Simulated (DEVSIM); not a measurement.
Structure: Pt/SiON/SiO2/p-Si capacitor, at 400 K.

```
layer (left to right)  material  thickness (nm)  Na (cm⁻³)
---------------------  --------  --------------  ---------
1                          SiON            19.0          -
2                          SiO2           0.680          -
3                            Si            2200     6.8e16
```

Metal gate on the left, work function 5.6 eV. Fixed charge at the semiconductor interface 0 cm⁻² (in units of +e); no interface traps.

This is a model device: material constants are rounded textbook-type values typed into the input, and sizes, dopings and lifetimes were drawn at random. Values at 300 K; Nc and Nv go as T^1.5, mobilities as T to minus their exponent, the gap by Varshni's rule with the affinity fixed.

```tsv
parameter	SiON	SiO2	Si
gap (eV)	7	9	1.124
affinity (eV)	1.4	0.9	4.05
permittivity	5.5	3.9	11.7
Nc (cm⁻³)	-	-	2.86e19
Nv (cm⁻³)	-	-	3.1e19
Varshni α (eV/K)	-	-	0.000473
Varshni β (K)	-	-	636
```

Model (solved in DEVSIM): 1D Poisson equation in equilibrium, Boltzmann statistics, complete ionisation; no quantum confinement or tunnelling. Metal contacts follow the ideal Schottky-Mott rule: no Fermi-level pinning, no interface dipoles.

Q: Tabulate band edges, carrier densities and field at -0.6 V on the gate.

A: Energies count from the Fermi level of the right contact; mesh points crowd at the junctions.

```tsv
x (μm)	Ec (eV)	Ev (eV)	n (cm⁻³)	p (cm⁻³)	field (V/cm)
0.000	4.800	-2.200	< 1e2	< 1e2	-560000
0.001461	4.718	-2.282	< 1e2	< 1e2	-560000
0.004529	4.546	-2.454	< 1e2	< 1e2	-560000
0.01071	4.198	-2.802	< 1e2	< 1e2	-560000
0.01682	3.855	-3.145	< 1e2	< 1e2	-560000
0.01866	3.752	-3.248	< 1e2	< 1e2	-560000
0.01936	4.204	-4.796	< 1e2	< 1e2	-790000
0.02088	1.004	-0.093	9900000	3.2e18	-180000
0.02403	0.964	-0.132	3.1e7	1.0e18	-91000
0.03138	0.922	-0.175	1.1e8	3.0e17	-37000
0.04850	0.887	-0.209	2.9e8	1.1e17	-10000
0.1133	0.871	-0.225	4.7e8	6.9e16	-240
0.2396	0.871	-0.226	4.7e8	6.8e16	≈ 0
0.5341	0.871	-0.226	4.7e8	6.8e16	≈ 0
1.436	0.871	-0.226	4.7e8	6.8e16	≈ 0
1.884	0.871	-0.226	4.7e8	6.8e16	≈ 0
2.081	0.871	-0.226	4.7e8	6.8e16	≈ 0
2.161	0.871	-0.226	4.7e8	6.8e16	≈ 0
2.201	0.871	-0.226	4.7e8	6.8e16	≈ 0
2.212	0.871	-0.226	4.7e8	6.8e16	≈ 0
2.217	0.871	-0.226	4.7e8	6.8e16	≈ 0
2.220	0.871	-0.226	4.7e8	6.8e16	≈ 0
```
